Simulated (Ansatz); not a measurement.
SrAlSi (space group P-6m2, No. 187; a cell from a computed database, its experimental status unchecked)

Space group P-6m2 (No. 187); a = b = 4.243 Å, c = 4.634 Å, α = β = 90.00°, γ = 120.00°

| atom | site | symmetry | x | y | z |
|---|---|---|---|---|---|
| Sr | 1a | -6m2 | 0.0000 | 0.0000 | 0.0000 |
| Al | 1f | -6m2 | 0.6667 | 0.3333 | 0.5000 |
| Si | 1d | -6m2 | 0.3333 | 0.6667 | 0.5000 |

Method: PBEsol in Ansatz (plane waves to 420 eV, PAW, spin-orbit coupling left out). k-mesh 13×13×10 (Γ-centred); smearing 0.05 eV (Fermi–Dirac).

- Volume per atom: 24.09 Å³
- Density: 3.28 g/cm³
- Band gap: zero
- Total energy: -1546.502 eV/atom (σ→0; compares only within this code and set-up)

Whether these cells are dynamically stable was not tested. The final runs are not spin-polarised. An odd electron count without spin: SrAlSi.

Ansatz is a program for electronic structure.
